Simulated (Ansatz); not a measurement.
**Hypothetical cubic perovskite ZrSnO3: response to strain**

The parent structure is ZrSnO$_{3}$ in the cubic perovskite structure (space group Pm-3m, No. 221; a = 4.129 Å; a hypothetical phase, not in the database extracts checked). Axes: x, y, z lie along the cube axes.

Strains are applied to the cell and any free atomic positions relax; under biaxial strain the out-of-plane vector relaxes too.

All numbers come from Ansatz (a first-principles code), PBEsol, PAW, cutoff 420 eV, scalar-relativistic without spin-orbit coupling.

| case | space group | band gap | shortest interatomic distance |
|---|---|---|---|
| base | Pm-3m (No. 221) | 1.69 eV | 2.064 Å |
| biaxial strain −3.32 %, plane normal [001], relaxed out of plane | P4/mmm (No. 123) | 1.45 eV | 1.996 Å |
| isotropic strain −4.76 % | Pm-3m (No. 221) | 1.56 eV | 1.966 Å |
| isotropic strain +1.79 % | Pm-3m (No. 221) | 1.71 eV | 2.101 Å |
| tensor shear ε_xy = −0.96 % | Cmmm (No. 65) | 1.67 eV | 2.064 Å |

Whether these cells are dynamically stable was not tested. Many cubic perovskites are stable only at high temperature; tilts and polar distortions were not tested.
